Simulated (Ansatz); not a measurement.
**ZnSe, carrier doping**

Consider ZnSe in the zinc blende structure (space group F-43m, No. 216).

```yaml
crystal:
  lattice:
    - [0.00000, 2.83304, 2.83304]
    - [2.83304, 0.00000, 2.83304]
    - [2.83304, 2.83304, 0.00000]
  atoms:
    - { symbol: Se, position: [0.75000, 0.75000, 0.75000] }
    - { symbol: Zn, position: [0.00000, 0.00000, 0.00000] }
```

Carriers are added at fixed cell with a uniform background; the Fermi–Dirac width is that of 300 K.

Level of theory: DFT with r2SCAN, PAW potentials and a 500 eV plane-wave cutoff in Ansatz (an electronic-structure program), no SOC, earlier PAW set.

Notes on the quantities. Fermi level from band edge: Fermi level relative to the doped band's edge (positive inside the band; to 0.05 eV).

| case | Fermi level from band edge | gap between the host's bands |
|---|---|---|
| undoped | – | 1.86 eV |
| electrons 1.0×10^21 cm⁻³ | +1.25 eV | 1.84 eV |
| electrons 2.0×10^21 cm⁻³ | +1.45 eV | 1.82 eV |
| electrons 5.0×10^21 cm⁻³ | +1.70 eV | 1.77 eV |
| electrons 1.0×10^22 cm⁻³ | +2.00 eV | 1.70 eV |
| holes 1.0×10^21 cm⁻³ | +0.20 eV | 1.89 eV |
| holes 2.0×10^21 cm⁻³ | +0.30 eV | 1.92 eV |
| holes 5.0×10^21 cm⁻³ | +0.50 eV | 2.00 eV |
| holes 1.0×10^22 cm⁻³ | +0.70 eV | 2.13 eV |

Carriers are added with a uniform compensating background; total energy and stress of such cells depend on the potential's zero and are not compared; many-body gap narrowing is missing at this level. Stability against distortions was not tested.
